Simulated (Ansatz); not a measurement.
Candidates (primitive cells; geometry: relaxed with this functional, without spin-orbit coupling):
A. MgTl (Pm-3m), a = 3.614 Å, b = 3.614 Å, c = 3.614 Å, α = 90.00°, β = 90.00°, γ = 90.00°
B. MgRh (Pm-3m), a = b = c = 3.082 Å, α = β = γ = 90.00°
C. MgLa (Pm-3m), a = 3.9088 Å, b = 3.9088 Å, c = 3.9088 Å, α = 90.00°, β = 90.00°, γ = 90.00°

Problem. Order them by resistivity at 300 K (lowest first) at the level Ansatz (an electronic-structure program) with PBEsol, DFPT electron-phonon coupling, linearised Boltzmann equation.

Solution. B (5.1 μΩ·cm), A (9.3 μΩ·cm), C (41 μΩ·cm)

Metals; harmonic phonons alone scatter; means over directions. Halving the electron mesh moves these values by up to 12 %; q meshes are mostly untested. Some of the runs warned that the eigensolver left states short of its tolerance. Spin-orbit coupling is left out.

Formula and space group known from diffraction (Crystallography Open Database), not checked to be the room-temperature form: MgLa (Pm-3m), MgRh (Pm-3m), MgTl (Pm-3m). The missing spin-orbit coupling matters most for MgTl (Pm-3m).
